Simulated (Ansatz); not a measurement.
The parent structure is CsPbCl₃ in the cubic perovskite structure (space group Pm-3m, No. 221; a = 5.736 Å).

Method: PBE in Ansatz (plane waves to 420 eV, PAW, no spin-orbit coupling).

Before the change:

```
Item                               Result
-------------  --------------------------
Electron mass  0.12, 0.93, 0.93 mₑ (at R)
Pressure                         0.00 GPa
```

Modification: an isotropic linear strain of +3.00 %; the atoms relax in the strained cell.

Q: What does the calculation give for the mean gap deformation potential ΔEg/Δln V, electron mass and pressure after the change?

A: The mean gap deformation potential ΔEg/Δln V comes out as +3.0 eV; the electron mass (degenerate bands, along [100]) becomes 0.13, 1.1, 1.1 mₑ (at R) (base: 0.12, 0.93, 0.93 mₑ (at R)); the pressure goes from zero to -1.57 GPa.

Spin-orbit coupling, missing from the scalar runs, can matter with Pb. Effective masses come from finite differences of ±0.01 Å⁻¹. Whether these cells are dynamically stable was not tested. Many cubic perovskites are stable only at high temperature; tilts and polar distortions were not tested. This is not the structure that CsPbCl3 has at room temperature and ambient pressure.

Ansatz is a first-principles code.
